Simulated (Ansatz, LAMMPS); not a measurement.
**Si well of 13 atomic layers along [001] in random Si0.8Ge0.2, 5 % Ge through the well**

Cell 16.58 × 16.58 × 55.00 Å, Si616Ge104, 720 atoms. Prepared with Tersoff's 1989 multicomponent potential (SiCGe.tersoff) in LAMMPS: minimisation. 

Computed with PBE, support functions at accuracy medium on the grid of 370 eV (norm-conserving potentials; Ansatz, a quantum-chemistry and plane-wave program).

Basis: localised support functions (accuracy medium) on a full density matrix. k-points: zone centre alone; occupations: Fermi-Dirac, 0.010 eV; spin polarisation not allowed. Spin-orbit coupling is left out.

```yaml
Kohn-Sham gap of the cell on its k-mesh: 0.50 eV
weight_of_the_highest_filled_level_on_the_well: 0.29
weight_of_the_lowest_empty_level_on_the_well: 0.86
coordination (neighbours within 2.850 Å): 100.0 % 4-fold
Ge-Ge bonds, mean ± spread: 2.464 ± 0.006 Å
Ge-Si bonds, mean ± spread: 2.420 ± 0.006 Å
Si-Si bonds, mean ± spread: 2.378 ± 0.006 Å
bond angles, mean ± spread: 109.5° ± 0.9°
pressure: -0.61 GPa
cost_of_the_final_run: around 70 core-minutes (rough), 19 SCF iterations, 15 GiB
```
